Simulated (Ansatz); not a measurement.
silicene under biaxial strain, in Ansatz (plane waves at 420 eV, PAW): atoms relaxed with PBE at each strain. Levels are read on the runs' k-meshes and count down from the vacuum level; no spin-orbit coupling.

```
Si
1.0
    3.86799     0.00000     0.00000
   -1.93399     3.34978     0.00000
    0.00000     0.00000    19.50000
Si
2
Direct
  0.33333   0.66667   0.51161
  0.66667   0.33333   0.48839
```

```tsv
strain (%)	energy cost, PBE (eV a cell)	thickness (Å)	work function, PBE (eV)
-4	___	0.62	4.52
-2	0.029	0.53	4.57
+0	0.000	0.45	4.60
+2	___	0.39	___
+4	0.111	0.34	___
+6	___	0.32	4.66
```

Some entries are withheld; supply them.


- -4, energy cost, PBE (eV a cell): 0.117
- +2, energy cost, PBE (eV a cell): 0.028
- +2, work function, PBE (eV): 4.62
- +4, work function, PBE (eV): 4.64
- +6, energy cost, PBE (eV a cell): 0.241

Ansatz is an electronic-structure program.
